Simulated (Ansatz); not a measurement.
System: single layer of SnS (symmetry Pmn2_1 as a slab, 4 atoms a cell), relaxed.

```
SnS
1.0
    4.07580     0.00000     0.00000
    0.00000     4.31831     0.00000
    0.00000     0.00000    22.92000
Sn S
2 2
Direct
  0.00000   0.98115   0.43768
  0.50000   0.48114   0.56232
  0.50000   0.39900   0.45029
  0.00000   0.89899   0.54971
```

The image is the density of sample states between the Fermi level and the bias.

Mesh 14×12×1, no spin-orbit coupling, no spin polarisation; biases count from the run's Fermi level.

Task: Give the constant-current image of the upper face at a sample bias of +1.2 V from a Fermi level inside the gap (empty states up to 0.4 eV over the conduction edge) over one cell, by PBE, Tersoff-Hamann images in Ansatz (an electronic-structure program). The set point is the mean density 3.5 Å over the top atom.

Result: Corrugation 0.22 Å, highest over Sn2 and the sites alike, lowest over S4 and the sites alike. Tip height over the top atom in Å, x and y in fractions of the first two vectors:

```
y \ x   0.000  0.111  0.167  0.278  0.333  0.444  0.500  0.611  0.667  0.778  0.833  0.944
------  -----  -----  -----  -----  -----  -----  -----  -----  -----  -----  -----  -----
0.944    3.39   3.40   3.41   3.43   3.44   3.46   3.46   3.46   3.44   3.42   3.41   3.39
0.889    3.40   3.41   3.42   3.45   3.46   3.48   3.48   3.47   3.46   3.43   3.42   3.40
0.778    3.44   3.45   3.46   3.49   3.51   3.53   3.53   3.52   3.51   3.48   3.46   3.44
0.722    3.46   3.47   3.49   3.52   3.53   3.55   3.55   3.54   3.53   3.50   3.49   3.46
0.667    3.48   3.49   3.51   3.54   3.56   3.57   3.58   3.57   3.56   3.52   3.51   3.48
0.556    3.51   3.52   3.54   3.57   3.58   3.60   3.60   3.59   3.58   3.55   3.54   3.51
0.500    3.51   3.53   3.54   3.57   3.58   3.60   3.60   3.60   3.58   3.56   3.54   3.52
0.444    3.51   3.52   3.54   3.57   3.58   3.60   3.60   3.59   3.58   3.55   3.54   3.51
0.389    3.50   3.51   3.53   3.56   3.57   3.59   3.59   3.58   3.57   3.54   3.53   3.50
0.278    3.46   3.48   3.49   3.52   3.53   3.55   3.55   3.54   3.53   3.50   3.49   3.47
0.222    3.44   3.45   3.47   3.50   3.51   3.52   3.53   3.52   3.51   3.48   3.47   3.45
0.167    3.42   3.43   3.44   3.47   3.48   3.50   3.50   3.49   3.48   3.46   3.44   3.42
0.0556   3.39   3.40   3.41   3.43   3.45   3.46   3.46   3.46   3.45   3.42   3.41   3.39
0.000    3.38   3.39   3.40   3.43   3.44   3.46   3.46   3.45   3.44   3.42   3.40   3.39
```
